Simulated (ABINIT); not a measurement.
Equation of state of rock-salt SrTe (space group 225): energy against volume (ABINIT, PBEsol)

```
CELL_PARAMETERS angstrom
      0.00000     3.23331     3.23331
      3.23331     0.00000     3.23331
      3.23331     3.23331     0.00000
ATOMIC_POSITIONS crystal
  Sr 0.00000 0.00000 0.00000
  Te 0.50000 0.50000 0.50000
```

Computed with PBEsol, norm-conserving pseudopotentials (PseudoDojo nc-sr-04 PBEsol standard) (plane waves; ABINIT). Settings: pseudos = [Sr.upf, Te.upf]; ecut = 1442 eV; occopt = 3; tsmear = 0.01 eV; ngkpt = 9 9 9; nshiftk = 1; shiftk = 0 0 0; potentials = PseudoDojo nc-sr-04 PBEsol standard; nband = 18; kptopt = 1; nstep = 60; tolvrs = 1e-11. The cell above is the first row's. The rows scale it uniformly. In all rows fractional positions and the k mesh are held. E is the free energy at the stated smearing, counted from the lowest row.

```csv
V (Å^3/atom),E (meV/atom)
33.802,?
34.537,7.39
35.272,1.83
36.007,0.00
36.741,1.52
37.476,6.06
38.211,13.30
38.946,22.98
39.681,34.85
```

### Question
Fit E against V with the third-order Birch-Murnaghan form, a cubic in V^(-2/3), and predict the withheld value at V = 33.802.

### Answer
With u = V^(-2/3) - 0.0900, the rows have u = 0.0042925, 0.0029779, 0.0017083, 0.0004828, -0.0007042, -0.0018530, -0.0029655, -0.0040436. Least squares gives E = 3.004 - 3584.9·u + 1066989·u² + 1452736·u³. Residuals (row less fit): -0.001, 0.001, -0.001, -0.002, 0.003, -0.001, 0.000, 0.000; standard error 0.002 (degrees of freedom: 4). Its minimum lies at u = 0.0016742, so V0 = (0.0916742)^(-3/2) = 36.03. There d²E/du² = 2149000 and d³E/du³ = 8716000, so B0 = (4/9) × 36.03^(-7/3) × 2149000 × 0.160218 = 35.7 GPa (the last factor turns the table's units into GPa), and B0' = 4 + (2/3) × 0.0916742 × (8716000)/2149000 = 4.2. The program's pressures in the fitted runs (not shown) pass through zero at V = 36.02, 0.03 % from this V0. At the withheld row, u = 0.0056544, so E = 3.004 - 3584.9 × 0.0056544 + 1066989 × 0.0056544² + 1452736 × 0.0056544³ = 17.110 meV/atom. The calculation gives 17.11 meV/atom, which the fit meets to the printed digits. The row lies outside the fitted rows, so this is an extrapolation. From the scatter of the fitted rows alone, a prediction at this place has a standard error of 0.006 meV/atom, so the miss is 0.0 times that.

Carrying the step between the two nearest rows on in a straight line would have given 12.95, off by 4.16; series whose last step already gives the withheld value aren't shown. The scan was laid around a cell of about the measured size, scaled by a guess for this functional. The runs keep the symmetry of the cell, so they don't test it for distortions. The PBEsol file for Te was generated anew from PseudoDojo's inputs, some of which were changed. Spin-orbit coupling is off. Cutoffs and mesh are single choices, not tested for convergence of this quantity. Series with a scatter that would blur these digits, or in which a gap closes, are not shown. Nor are scans whose minimum lies at an end fitted in this form.
